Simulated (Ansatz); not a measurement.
Base system: Pt in the fcc (Cu type) structure (space group Fm-3m, No. 225; a = 3.9198 Å; relaxed with 0.1 eV smearing). Axes: x, y, z lie along the cube axes.

The values are results of plane-wave PAW DFT at the PBEsol level (Ansatz, a program for electronic structure, 420 eV), scalar-relativistic without spin-orbit coupling, not measurements.

Modification: uniaxial strain ε_zz = +2.00 %, all other strain components held at zero, atoms relaxed at fixed cell.

Question: Predict the stress tensor and what it implies for the stiffness.

Answer: Stress of the strained cell less that of the base (GPa, compression positive):
```
   -4.6     0.0     0.0
    0.0    -4.6     0.0
    0.0     0.0    -6.7
```

Then −Δσ_ii/ε with ε = 0.0200 gives secant stiffness values (nonlinear terms included at this strain): C33 ≈ 336 GPa, C13 ≈ 231 GPa and C23 ≈ 231 GPa.

As a check, the harmonic strain energy −½ V₀ Δσ:ε is 6.3 meV/atom; the computed energy rise is 6.5 meV/atom.

Stability against distortions was not tested. All final runs are without spin polarisation. Pt lies near a magnetic instability that expansion can trigger; it was not tested.
